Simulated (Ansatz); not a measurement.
Consider BN in the h-BN type structure (space group P6_3/mmc, No. 194; layered, stacked along the Cartesian z axis).

```xyz
4
Lattice="2.4997 0.0000 0.0000 -1.2499 2.1648 0.0000 0.0000 0.0000 6.5253" Properties=species:S:1:pos:R:3 pbc="T T T"
B      0.0000     1.4432     1.6313
B      1.2499     0.7216     4.8940
N      0.0000     1.4432     4.8940
N      1.2499     0.7216     1.6313
```

The values are results of r2SCAN+rVV10/PAW in Ansatz (a quantum-chemistry and plane-wave program), scalar-relativistic without spin-orbit coupling, earlier PAW set, not measurements.

Base values:

| Property | Value |
|---|---|
| Density | 2.33 g/cm³ |
| Band gap | 4.74 eV |
| Smallest direct gap | 5.18 eV |

Modification: P takes the place of N on all its sites; the structure is relaxed again.

Question: What does the calculation give for the density after the change?

Answer: The density shrinks by 0.368 g/cm³, from 2.33 g/cm³ to 1.97 g/cm³.

Question: Estimate the effect on the band gap.

Answer: The band gap shrinks by 3.895 eV, from 4.74 eV to 0.84 eV.

Question: How does this affect the smallest direct gap?

Answer: The smallest direct gap falls by 4.16 eV, from 5.18 eV to 1.02 eV.

Whether these cells are dynamically stable was not tested. As relaxed here, BP is a hypothetical phase, not in the database extracts checked.
